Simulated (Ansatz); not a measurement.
# Hypothetical diamond Zr: pressure series

The parent structure is Zr in the diamond structure (space group Fd-3m, No. 227; a = 6.2783 Å; a hypothetical phase, not in the database extracts checked).

Cell and atoms are relaxed at each pressure.

Calculations: PBE, PAW, 420 eV (Ansatz, an electronic-structure program; scalar-relativistic without spin-orbit coupling).

Two rows of this table had their results exchanged by mistake.

```tsv
pressure	volume per atom (Å³)	shortest distance (Å)	band gap
pressure −2 GPa	32.82	2.773	zero
pressure −1 GPa	31.81	2.744	zero
pressure 0.3 GPa	30.68	2.711	zero
pressure 0.7 GPa	30.36	2.702	zero
pressure 1.5 GPa	26.13	2.570	zero
pressure 3 GPa	28.71	2.652	zero
pressure 5 GPa	27.48	2.613	zero
pressure 7.5 GPa	29.74	2.683	zero
pressure 10 GPa	25.13	2.537	zero
```

Question: Which two?

Answer: The rows for pressure 1.5 GPa and pressure 7.5 GPa: the volume has to fall steadily with pressure, so 29.74 Å³ belongs to pressure 1.5 GPa and 26.13 Å³ to pressure 7.5 GPa.

Load acts through the strain it causes; cell and atoms are relaxed under it. No phonon test of stability was made. Competing high-pressure phases were not computed. The final runs are not spin-polarised. Zr has a high density of states at the Fermi level and may be magnetic at this level.
